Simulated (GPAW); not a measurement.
Convergence study of the k-point mesh at a smearing width of 0.3 eV for Li (Im-3m, 1 atom in the cell)

```xyz
1
Lattice="-1.7502 1.7502 1.7502 1.7502 -1.7502 1.7502 1.7502 1.7502 -1.7502" Properties=species:S:1:pos:R:3 pbc="T T T"
Li     0.0000     0.0000     0.0000
```

Method of the run: PBEsol, GPAW PAW datasets PBEsol (made by gpaw-setup) (plane waves; GPAW).

Base settings: mode = pw; ecut = 550 eV; xc = PBEsol; kpts = 13 13 13; mesh shift (steps) = 0 0 0; occupations.name = methfessel-paxton; occupations.width = 0.1 eV; occupations.order = 0; nbands = -7; symmetry.symmorphic = false.

In this ladder: occupations.width = 0.3 eV.

Only quantities that move along the ladder and can be compared are tabulated.

The count of work is k-points × plane waves × bands × iterations; it is no time. 

The starting cell has typed, rounded lattice constants, without a prior relaxation at this level. Its lattice was rescaled by up to half a per cent.

```tsv
kpts	free energy less the last step's (meV/atom)	pressure (GPa)	count of work / last
5 5 5	-10.25	-0.70	0.012
6 6 6	17.23	-0.56	0.016
7 7 7	-3.02	-0.66	0.025
8 8 8	5.20	-0.65	0.037
10 10 10	3.22	-0.64	0.047
12 12 12	1.26	-0.65	0.075
14 14 14	0.01	-0.66	0.13
17 17 17	0.22	-0.66	0.20
26 26 26	0.00	-0.67	0.63
31 31 31	0.00	-0.67	1.0
```

Coarsest kpts that holds the free energy within 2 meV/atom of the last step, with all finer ones: 12 12 12, at 0.075 of the last step's count of work; the step before is off by 3.2 meV/atom.

Coarsest kpts that holds the pressure within 0.05 GPa of the last step, with all finer ones: 7 7 7, at 0.025 of the last step's count of work; the step before is off by 0.11 GPa.
